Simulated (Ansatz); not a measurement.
# RhSi (Pnma): resistivity and electron-phonon coupling

```yaml
crystal:
  lattice:
    - [5.53506, 0.00000, 0.00000]
    - [0.00000, 3.05932, 0.00000]
    - [0.00000, 0.00000, 6.37420]
  atoms:
    - { symbol: Si, position: [0.18498, 0.25000, 0.44401] }
    - { symbol: Si, position: [0.81502, 0.75000, 0.55599] }
    - { symbol: Si, position: [0.31502, 0.75000, 0.94401] }
    - { symbol: Si, position: [0.68498, 0.25000, 0.05599] }
    - { symbol: Rh, position: [0.00293, 0.25000, 0.79806] }
    - { symbol: Rh, position: [0.99707, 0.75000, 0.20194] }
    - { symbol: Rh, position: [0.49707, 0.75000, 0.29806] }
    - { symbol: Rh, position: [0.50293, 0.25000, 0.70194] }
```

These are PBEsol, DFPT electron-phonon coupling, linearised Boltzmann equation (plane waves, PAW, scalar-relativistic; Ansatz, a quantum-chemistry and plane-wave program) values and carry that method's errors. Geometry: relaxed with this functional, without spin-orbit coupling.

| Quantity | Value |
|---|---|
| resistivity at 800 K | 590 (x), 78 (y), 200 (z) μΩ·cm |

A metal at this level (no band gap). Only scattering by harmonic phonons is included (no impurities, grain boundaries, electron-electron scattering or thermal expansion). Spin-orbit coupling is left out. Values near or above 100 μΩ·cm, or paths under about 2 nm, lie near resistivity saturation, where the Boltzmann equation overshoots. The run warned that the eigensolver left some states short of its tolerance. Halving the electron mesh (16x28x16) moves the resistivity by up to 14 % at 800 K. Smearing 0.20 eV; phonons on a 3x5x2 q mesh, which this run doesn't test.

Computed structure with no diffraction record at hand here (it may be known, metastable or hypothetical): RhSi (Pnma).
